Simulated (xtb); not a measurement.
xtb 6.7.1, GFN1-xTB: Si(H)(Br)(OH)(OMe) (CO[SiH](O)Br), 10 atoms. The geometry is a generated start, not checked to be a minimum at this level.

| Item | Result |
|---|---|
| method | GFN1-xTB |
| --acc | 1 (default) |
| --etemp (K) | 300 (default) |
| detailed input (--input) | none: ANC optimiser, Lindh (1995) Hessian, microcycle=20, maxdispl=1.0, hlow=0.01 (default) |
| basis functions | 42 |
| valence electrons | 32 |

```xyz
10

Si    -1.0859     0.2112    -0.0733
O     -2.2058    -0.6331     0.7061
Br    -0.8081     2.1938     0.8644
O      0.3115    -0.5810     0.0563
C      1.5926    -0.1832    -0.3283
H     -1.5890     0.4255    -1.4088
H     -2.0225    -1.1718     1.4699
H      1.6859    -0.1968    -1.4173
H      2.3048    -0.8888     0.0990
H      1.8165     0.8243     0.0321
```

The structure is relaxed from this start with --opt LEVEL for the levels crude, sloppy, loose, lax, normal, tight, vtight, extreme, once each. Up to the end of the extreme run atoms move by at most 0.58 Å along an axis.

### Question
What is the loosest level that ends within 5 meV of the extreme run, and how many cycles does it take?

### Answer
sloppy: 13 cycles against 36, ending 2.6 meV above.

```json
[
 {"level": "crude", "cycles": "10", "energy above the extreme run (meV)": "8.1", "gradient norm (eV/Å)": "0.31"},
 {"level": "sloppy", "cycles": "13", "energy above the extreme run (meV)": "2.6", "gradient norm (eV/Å)": "0.17"},
 {"level": "loose", "cycles": "13", "energy above the extreme run (meV)": "2.6", "gradient norm (eV/Å)": "0.17"},
 {"level": "lax", "cycles": "14", "energy above the extreme run (meV)": "2.0", "gradient norm (eV/Å)": "0.098"},
 {"level": "normal", "cycles": "23", "energy above the extreme run (meV)": "0.17", "gradient norm (eV/Å)": "0.041"},
 {"level": "tight", "cycles": "26", "energy above the extreme run (meV)": "0.075", "gradient norm (eV/Å)": "0.019"},
 {"level": "vtight", "cycles": "30", "energy above the extreme run (meV)": "under 0.01", "gradient norm (eV/Å)": "0.0037"},
 {"level": "extreme", "cycles": "36", "energy above the extreme run (meV)": "—", "gradient norm (eV/Å)": "0.0014"}
]
```
